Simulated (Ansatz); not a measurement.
The starting structures come from a database of crystals and need not be the phases stable at ambient conditions.

 Where the default PAW files enter, the runs use the earlier of Ansatz's two default sets.

Data:

```yaml
crystal:
  lattice:
    - [5.64750, 0.00000, 0.00000]
    - [2.82375, 6.32722, 0.00000]
    - [0.00000, 2.52040, 5.05389]
  atoms:
    - { symbol: Zn, position: [0.75000, 0.50000, 0.25000] }
    - { symbol: Zn, position: [0.00000, 0.00000, 0.00000] }
    - { symbol: Sn, position: [0.25000, 0.50000, 0.75000] }
    - { symbol: Sn, position: [0.50000, 0.00000, 0.50000] }
    - { symbol: P, position: [0.87500, 0.75000, 0.35362] }
    - { symbol: P, position: [0.10362, 0.25000, 0.12500] }
    - { symbol: P, position: [0.37500, 0.75000, 0.89638] }
    - { symbol: P, position: [0.64638, 0.25000, 0.62500] }
```

Space group of this cell: I-42d, chalcopyrite. The cell is taken as given.

Method: r2SCAN (plane waves, PAW; Ansatz, a quantum-chemistry and plane-wave program).

The current runs along the normal of the first two printed vectors; no spin-orbit coupling. Scaled by the factor s: both lengths across the current (ions clamped). Meshes 6×6×6 and 6×6 across the current in all rows.

```json
[
 {"s": "0.98", "mean pressure (GPa)": "3.5", "band gap (eV)": "1.41"},
 {"s": "1.00", "mean pressure (GPa)": "0.1", "band gap (eV)": "1.26"},
 {"s": "1.02", "mean pressure (GPa)": "-2.6", "band gap (eV)": "?"}
]
```

Take the slope of the band gap against ln s from the two given rows, extrapolate to s = 1.02, and say what the run there gives.

Slope = (1.41 − 1.26) / ln 0.98 = -7.42 eV. The line gives 1.26 + (-7.42) × ln 1.02 = 1.11 eV. The run gives 0.97 eV, 0.14 eV under the line, 97 % of the predicted step.
